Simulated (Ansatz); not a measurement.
Structure of amorphous Ga$_{24}$O$_{39}$In$_{2}$ (periodic cell):

```
CELL_PARAMETERS angstrom
      8.75302    -0.16723     0.05728
     -0.16723     9.95739    -0.11619
      0.05728    -0.11619     9.54120
ATOMIC_POSITIONS crystal
  Ga 0.22831 0.86189 0.24456
  Ga 0.08890 0.17620 0.22108
  Ga 0.75819 0.77282 0.62596
  Ga 0.98291 0.28480 0.90745
  Ga 0.51533 0.67480 0.13511
  Ga 0.93257 0.47985 0.65096
  Ga 0.85561 0.71781 0.27433
  Ga 0.41835 0.03704 0.54464
  Ga 0.50784 0.84002 0.81501
  Ga 0.36685 0.56328 0.83698
  Ga 0.69446 0.23704 0.70579
  Ga 0.34642 0.06230 0.02871
  Ga 0.71245 0.14357 0.05959
  Ga 0.44107 0.74512 0.47719
  Ga 0.35657 0.38288 0.09205
  Ga 0.64241 0.51381 0.46747
  Ga 0.07064 0.60630 0.95594
  Ga 0.05105 0.17420 0.57895
  Ga 0.51714 0.22284 0.29928
  Ga 0.15859 0.85311 0.80857
  Ga 0.79023 0.04353 0.44372
  Ga 0.32340 0.24028 0.76059
  Ga 0.82412 0.85745 0.98321
  Ga 0.09877 0.75704 0.51978
  O  0.81474 0.54683 0.35556
  O  0.76341 0.24879 0.89772
  O  0.20530 0.67070 0.79448
  O  0.58494 0.09504 0.42445
  O  0.33496 0.90060 0.40857
  O  0.01665 0.79681 0.94414
  O  0.83993 0.12304 0.62001
  O  0.47728 0.87644 0.62799
  O  0.86135 0.02520 0.05726
  O  0.93226 0.66389 0.61570
  O  0.97254 0.46399 0.84314
  O  0.51961 0.67820 0.90456
  O  0.59337 0.64791 0.60033
  O  0.00461 0.29616 0.10035
  O  0.34216 0.77413 0.11648
  O  0.34017 0.94656 0.87444
  O  0.52077 0.08607 0.13100
  O  0.29238 0.28243 0.25273
  O  0.98551 0.11895 0.38247
  O  0.25744 0.63520 0.49728
  O  0.27039 0.17432 0.55523
  O  0.05840 0.36930 0.54196
  O  0.10591 0.90944 0.63603
  O  0.71460 0.25974 0.21972
  O  0.94713 0.59581 0.11607
  O  0.78224 0.85691 0.45118
  O  0.73833 0.40287 0.62197
  O  0.72544 0.86579 0.80430
  O  0.71793 0.76954 0.13196
  O  0.10496 0.19332 0.78127
  O  0.34475 0.23731 0.96019
  O  0.24989 0.50556 0.99695
  O  0.50200 0.37552 0.42355
  O  0.50630 0.14876 0.71284
  O  0.36680 0.41935 0.71251
  O  0.53154 0.65017 0.33299
  O  0.18453 0.02301 0.15038
  O  0.54646 0.48058 0.10245
  O  0.04921 0.78769 0.32948
  In 0.28537 0.42246 0.49618
  In 0.79374 0.44280 0.15465
```

Methods: PBE, scalar-relativistic without spin-orbit coupling (Ansatz, a program for electronic structure); r2SCAN, scalar-relativistic without spin-orbit coupling (Ansatz); HSE06, scalar-relativistic without spin-orbit coupling (Ansatz). Neutral PBE cell, which sets geometry, pressure and energy: sampling: a 2×2×2 Γ-centred mesh; Fermi-Dirac width 0.02 eV; no spin polarisation. Exact exchange is cut at the faces of this 9 Å cell, which leaves hybrid gaps a finite-size error.

It comes from a melt-quench run on a machine-learned potential (CHGNet), relaxed afterwards by DFT. O atoms were pushed apart under 1.9 Å during the dynamics, to hinder bonds among them. The hot cell started wider than the set density and was brought back towards it in steps. It is the lowest in DFT energy of 2 quenches. It is a model cell: composition and starting density were chosen by hand, and all elements were melted together. No dispersion term was used. Its density started from a set value of 5.14 and ended at 5.05 g/cm³. The simulated quench (nominally 280 K/ps over its main leg) is rapid and tends to freeze in more defects than a deposited or slowly cooled glass has. A cell of this size samples the disorder only roughly. Volume and shape were free in the relaxation.

### Question
Give the pressure, the energy against reference phases and the spacing of the highest filled and lowest empty levels.

### Answer

```yaml
Pressure on a 2×2×2 Γ-centred mesh: 0.12 GPa
Largest force and stress component on that mesh (the relaxation ran on the zone centre alone): 0.06 eV/Å and 0.3 GPa
Energy relative to beta Ga2O3 + bixbyite In2O3 (lowest mix at this level among the phases computed, not always the ambient ones): 0.127 eV/atom
Level gap on a 2×2×2 Γ-centred mesh (PBE): 1.33 eV
Level gap at the zone centre (PBE): 1.31 eV
Level gap at the zone centre (r2SCAN): 1.83 eV
Level gap at the zone centre (HSE06): 2.95 eV
Distance between the nearest levels spread over more than a fifth of the atoms or a third of the atoms of their main element (six at least) (PBE, zone centre): 1.70 eV
```

### Question
At PBE and the zone centre, how localised are the states just below and above the Fermi level (participation number: the atoms over which a state spreads)?

### Answer
The highest filled state is spread over 3.9 atoms' worth, largest on O60, with weights by element (charge in smoothed Voronoi cells) O 0.95, Ga 0.04, In 0.00. The lowest empty state is spread over 58.1 atoms' worth, largest on In64, with weights by element (charge in smoothed Voronoi cells) O 0.53, Ga 0.41, In 0.06.

At PBE the levels at the filled edge of the gap are localised (band-tail or defect states), and the nearest spread-out levels lie 1.7 eV apart at the zone centre.

Bonds are counted up to Ga-Ga 2.68 Å, Ga-O 2.38 Å, Ga-In 2.90 Å, O-O 1.58 Å, O-In 2.50 Å, In-In 3.12 Å. Two cations that share two anions don't count as bonded, nor two that share one unless they lie closer than Ga-Ga 2.61 Å, Ga-In 2.82 Å, In-In 3.04 Å.

Added carriers, by PBE, scalar-relativistic without spin-orbit coupling run with Ansatz on the zone centre alone. Charged cells keep the cell fixed and stand in a uniform background, with no image correction, at a width of 0.01 eV; where the count is odd the moment is locked at 1 μB, unless the neutral cell bore moments. Each starts from the undistorted neutral geometry alone. PBE's self-interaction favours spread-out carriers, so it can miss traps that a hybrid finds.

### Question
What happens at PBE when the cell takes an extra electron and the atoms relax?

### Answer
Relaxation lowers the charged cell by 0.01 eV. The largest moves are O41 0.02 Å, O33 0.02 Å, In64 0.02 Å, Ga9 0.02 Å. The level that holds the added charge spreads over 58.0 atoms' worth, most on In64 (weight 0.03): a carrier spread over the cell. No bond crosses its cut-off with a change of over 0.15 Å (metal-metal contacts aside). Made neutral again at that geometry, the cell lies +0.01 eV from the neutral start.

### Question
What happens at PBE when the cell takes a hole and the atoms relax?

### Answer
Relaxation lowers the charged cell by 0.51 eV. The largest moves are O60 0.44 Å, Ga16 0.32 Å, O25 0.27 Å, Ga5 0.26 Å. The level that was emptied spreads over 2.7 atoms' worth, most on O60 (weight 0.49): a localised (trapped) carrier, which neighbours of that atom can share. Bonds broken: Ga16-O60. Made neutral again at that geometry, the cell lies +0.96 eV from the neutral start (a closed shell was imposed there, with levels 0.05 eV apart, so this is an upper bound).
